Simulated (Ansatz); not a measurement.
# NaI under a change: pressure 5 GPa

The reference is NaI in the rock salt structure (space group Fm-3m, No. 225; a = 6.402 Å).

Perturbation: a hydrostatic pressure of 5 GPa.

Method: PBEsol, PAW, 420 eV (Ansatz, an electronic-structure program; no SOC). Settings: 9×9×9 k-points, 0.05 eV Fermi–Dirac smearing.

```json
[
 {"quantity": "volume per atom", "base": "32.80 Å³", "changed": "27.20 Å³", "shift": "-5.60 Å³"},
 {"quantity": "density", "base": "3.79 g/cm³", "changed": "4.57 g/cm³", "shift": "+0.78 g/cm³"},
 {"quantity": "lattice parameter a", "base": "6.402 Å", "changed": "6.015 Å", "shift": "-0.387 Å"},
 {"quantity": "shortest interatomic distance", "base": "3.201 Å", "changed": "3.008 Å", "shift": "-0.193 Å"},
 {"quantity": "enthalpy H = E + PV relative to the base's energy", "base": "–", "changed": "+0.92 eV/atom", "shift": "–"},
 {"quantity": "band gap", "base": "3.60 eV", "changed": "4.20 eV", "shift": "+0.605 eV"},
 {"quantity": "gap character", "base": "direct at Γ", "changed": "direct at Γ", "shift": "–"},
 {"quantity": "electron mass", "base": "0.26 mₑ (at Γ)", "changed": "0.24 mₑ (at Γ)", "shift": "–"},
 {"quantity": "hole mass (degenerate bands, along [100])", "base": "0.36, 1.5, 1.5 mₑ (at Γ)", "changed": "0.30, 1.2, 1.2 mₑ (at Γ)", "shift": "–"},
 {"quantity": "valley order (the lowest conduction-band minima on the path, energy above the VBM, named in the base's zone)", "base": "Γ 3.60 eV; X along ⟨100⟩ 4.47 eV; L along ⟨111⟩ 4.96 eV", "changed": "Γ 4.20 eV; X along ⟨100⟩ 4.55 eV; L along ⟨111⟩ 4.97 eV", "shift": "–"}
]
```

Spin-orbit coupling, missing from the scalar runs, can matter with I. Load acts through the strain it causes; cell and atoms are relaxed under it. Effective masses come from finite differences of ±0.01 Å⁻¹. Whether these cells are dynamically stable was not tested. No other phases were tried under pressure.
